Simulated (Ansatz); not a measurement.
The parent structure is MoSi2 (space group I4/mmm, No. 139; a = 3.190 Å, c = 7.822 Å; relaxed with 0.1 eV smearing). Axes: x, y, z lie along a, b, c of the conventional cell.

The values are results of PBEsol in Ansatz (plane waves to 420 eV, PAW, no spin-orbit coupling), not measurements.

Modification: the cell is stretched by 2.50 % along x with no lateral relaxation; the atoms relax in the strained cell.

Task: Predict the stress tensor and what it implies for the stiffness.

Result: Stress of the strained cell less that of the base (GPa, compression positive):
```
   -9.6     0.0     0.0
    0.0    -2.8     0.0
    0.0     0.0    -2.2
```

Then −Δσ_ii/ε with ε = 0.0250 gives secant stiffness values (nonlinear terms included at this strain): C11 ≈ 385 GPa, C12 ≈ 113 GPa and C13 ≈ 88 GPa.

As a check, the harmonic strain energy −½ V₀ Δσ:ε is 10.0 meV/atom; the computed energy rise is 10 meV/atom.

Stability against distortions was not tested. The final runs are not spin-polarised.

Ansatz is a first-principles code.
